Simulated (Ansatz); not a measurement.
For WSi (model structure, started from the TiAs type, P6₃/mmc, No. 194, 8 atoms in the cell), PBEsol (PAW; Ansatz, a first-principles code) gives:

lattice constant a: 3.581 Å
c axis length: 11.155 Å

Q: What does PBE-D3(BJ) in Ansatz (plane waves, PAW) give for the same quantities?

A: 
- lattice constant a: 3.570 Å (drops by 0.3 %)
- lattice parameter c: 11.199 Å (rises by 0.4 %)

Changes are worked out from the printed values.

Unless a cell is named, each level is at its own relaxed cell (PBEsol 15.49, PBE-D3(BJ) 15.45 Å³/atom).

Levels without +SOC leave out spin–orbit coupling, which shifts energies and cells of such heavy elements.

Ansatz's density-functional and Hartree–Fock values are scalar-relativistic unless marked +SOC, with PAW data made under PBE.

A model structure was made by putting elements into a prototype or built by hand; it is no filed structure, need not be a known phase, and can be a saddle point held by its symmetry.
